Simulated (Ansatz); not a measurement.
Troubleshooting Ansatz (an electronic-structure program): a failed run on K₃Al (I4/mmm, 4 atoms in the cell). The aim is a self-consistent single point with DFT, PBEsol, plane waves, default PAW files made with PBE.

Cell that was meant: a = 6.8744 Å, b = 6.8744 Å, c = 6.8744 Å, α = 130.40°, β = 130.40°, γ = 72.76°.

Part of the input:

Ansatz 0.2 input:
```yaml
    - { symbol: K, position: [0.750000, 0.250000, 0.500000] }
    - { symbol: K, position: [0.250000, 0.750000, 0.500000] }
    - { symbol: K, position: [0.500000, 0.500000, 0.000000] }
    - { symbol: Al2+, position: [0.000000, 0.000000, 0.000000] }
kpoints:
  mp_grid:
    grid: [8, 8, 8]
```

The program printed (abridged):

```
Error: YAML parse error: error: line 10 column 17: `Al2+` is not an element symbol (H … Og, case-exact)
  --> <input>:10:17
   |
 8 |     - { symbol: K, position: [0.250000, 0.750000, 0.500000] }
 9 |     - { symbol: K, position: [0.500000, 0.500000, 0.000000] }
10 |     - { symbol: Al2+, position: [0.000000, 0.000000, 0.000000] }
   |                 ^ `Al2+` is not an element symbol (H … Og, case-exact)
11 | kpoints:
12 |   mp_grid:
   |
```

Problem. Read the log: what does the program object to, and what is the fix?

Solution. The fault is a mistyped element symbol. The symbol names no element. To fix it, correct the symbol. The program stopped before any SCF iteration.

The sound input it was made from differs as follows (other fixes are possible):
```diff
-    - { symbol: Al2+, position: [0.000000, 0.000000, 0.000000] }
+    - { symbol: Al, position: [0.000000, 0.000000, 0.000000] }
```

With that input, the run converged in 7 iterations: free energy E − TS (on the zero of these files) -5071.4711 eV; Fermi level (on the code's own zero) 3.02 eV; pressure -0.28 GPa (DFT, PBEsol, plane waves, default PAW files made with PBE).

On the sound input: the starting cell comes from a database of computed structures (which also holds hypothetical and non-ambient phases and stackings), without a prior relaxation at this level. Its lattice was rescaled by a random factor within 2.5 % of one. Ansatz's pressure includes its estimate of the finite-basis (Pulay) stress.
